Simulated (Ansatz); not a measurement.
Cells marked so need not be the phases stable at ambient conditions, and some may be hypothetical.

By PBEsol, each system below comes out a metal.

Ballistic conductance counts the channels of both spins, as a mean over 0.1 eV about the Fermi level; spin-orbit coupling is left out.

A. HfOs (Pm-3m, CsCl type, not sure to be the ambient phase, 2 atoms a cell, 17.1 Å³ an atom, -4 GPa at this level), current normal to (111)
B. VIr (P4/mmm, not sure to be the ambient phase, 2 atoms a cell, 13.7 Å³ an atom, -5 GPa at this level), current normal to (110)
C. CdAg (Pm-3m, CsCl type, not sure to be the ambient phase, 2 atoms a cell, 18.8 Å³ an atom, -3 GPa at this level), current normal to (001)

Question: Put the candidates in order of ballistic conductance per area, highest first, for PBEsol (Ansatz, a first-principles code).

Answer: B (1.5 × 10¹⁵ S/m²), C (0.81 × 10¹⁵ S/m²), A (0.32 × 10¹⁵ S/m²)
